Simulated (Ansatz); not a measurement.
A user runs Ansatz (a first-principles code) on NaTi3 (P6_3/mmc, 8 atoms in the cell) and asks whether the run is sound. The aim is a self-consistent single point with DFT, PBE, plane waves, default PAW files.

Cell that was meant: a = 6.2801 Å, b = 6.2801 Å, c = 5.0372 Å, α = 90.00°, β = 90.00°, γ = 120.00°.

Part of the input:

Ansatz 0.2 input:
```yaml
    - { symbol: Na, position_ang: [3.14007114, 1.81291719, 3.77786700] }
kpoints:
  mp_grid:
    grid: [1, 1, 1]
hamiltonian:
  xc: pbe
  pseudopotentials:
```

Output, abridged:

```
   [... lines left out ...]
Bands: 54, of which v1, the nominal top of the filled ones, is band 45 counted from 1 (44 counted from 0)
Symmetry: 24 space group operations
Space group: P63/mmc (ITA 194), of the structure as read, at distance tolerance 5.6e-5 Å
k-points: 1
Initial density: superposition of atomic densities (neutral atoms: chi_scale 0, normalization atom), corrected by the library's trained network
Initial wavefunctions: pseudopotential atomic-orbital guess
Eigensolver: davidson
Functional: x = pbe(κ = 0.804, μ = 0.2195149727645171), c = pbe(β = 0.06672455060314922)
SCF iter   1: F=—  HF=-17966.699032 eV  |F-HF|=—  |Δ(HF+E_count)|=         —  Δρ=1.38e-2  dr2=2.98e-1  ethr=1.77e-3  ⟨swp⟩=8.0  Hψ=204  notcnv=0
all-band conjugate gradients solve this SCF's bands
preconditioner: auto → Kerker (q_TF=auto, 2.449 Å⁻¹)
SCF iter   2: F=—  HF=-17966.656687 eV  |F-HF|=—  |Δ(HF+E_count)|=   4.23e-2  S|Δr|=    0.00e0  Δρ=7.67e-3  dr2=1.08e-1  ethr=3.31e-4  ⟨swp⟩=2.0  Hψ=64  notcnv=0
   [... lines left out ...]
SCF iter   6: F=—  HF=-17966.644160 eV  |F-HF|=—  |Δ(HF+E_count)|=   7.63e-5  S|Δr|=    0.00e0  Δρ=7.95e-5  dr2=1.37e-5  ethr=1.79e-7  ⟨swp⟩=5.0  Hψ=167  notcnv=0
SCF iter   7: F=—  HF=-17966.644014 eV  |F-HF|=—  |Δ(HF+E_count)|=   1.46e-4  S|Δr|=    0.00e0  Δρ=2.68e-5  dr2=9.53e-7  ethr=1.52e-8  ⟨swp⟩=2.0  Hψ=90  notcnv=0
SCF iter   8: F=-17966.644013 eV  HF=-17966.644013 eV  |F-HF|=2.37e-8  |Δ(HF+E_count)|=   2.90e-7  S|Δr|=    0.00e0  Δρ=7.97e-6  dr2=9.29e-8  ethr=1.11e-10  ⟨swp⟩=11.0  Hψ=244  notcnv=0
SCF 1 converged in 8 iterations: F = -17966.644013 eV  dr2 = 9.29e-8
Stability not checked (fill_not_monotonic)
Free energy (F): -17966.644013 eV
Internal energy: -17966.555182 eV  (E = F + TS)
E sigma→0 (E₀):  -17966.614403 eV
Entropy (-TS):   -0.088831 eV (-11.104 meV/atom)
Fermi energy:    8.518200 eV
--- Forces (eV/Å), atoms counted from 1 ---
  atom   1  Ti    -0.00000000     0.22567561     0.00000000
  atom   2  Ti    -0.19544081     0.11283780     0.00000000
  atom   3  Ti    -0.19544081    -0.11283780    -0.00000000
   [... lines left out ...]
  atom   8  Na    -0.00000000     0.00000000    -0.00000000
--- Stress (GPa, compression-positive) ---
       -6.190481      -0.000000      -0.000000
       -0.000000      -6.190481      -0.000000
       -0.000000      -0.000000     -22.956669
  P = ⅓ Tr σ = -11.7792 GPa (-117.792 kbar)
  The stress holds the Pulay correction. Without it, at fixed plane waves, as pw.x and ABINIT print it: P = -11.7931 GPa
```

Task: Can these results be used? Check the input.

Result: The run is not sound. The fault is a single k-point for a small metallic cell. One k-point cannot sample the Fermi surface of a small cell. To fix it, use a converged k-point mesh. The run converged in 8 iterations without an error; against the sound input the free energy goes down by 210 meV/atom, the pressure goes from -6.56 to -11.78 GPa and the largest force goes from 0.514 to 0.226 eV/Å.

The sound input it was made from differs as follows (other fixes are possible):
```diff
-    grid: [1, 1, 1]
+    grid: [5, 5, 5]
```

With that input, the run converged in 8 iterations: free energy E − TS (on the zero of these files) -17964.9666 eV; Fermi level (on the code's own zero) 8.62 eV; pressure -6.56 GPa; largest force (vector length) 0.514 eV/Å (DFT, PBE, plane waves, default PAW files).

On the sound input: the starting cell was generated: these elements placed on a structure prototype, without a prior relaxation; it need not be a known phase or ordering of this composition. Spin polarisation is off. With a pressure of about -7 GPa the cell is away from its equilibrium volume at this level. Ansatz's pressure includes its estimate of the finite-basis (Pulay) stress.
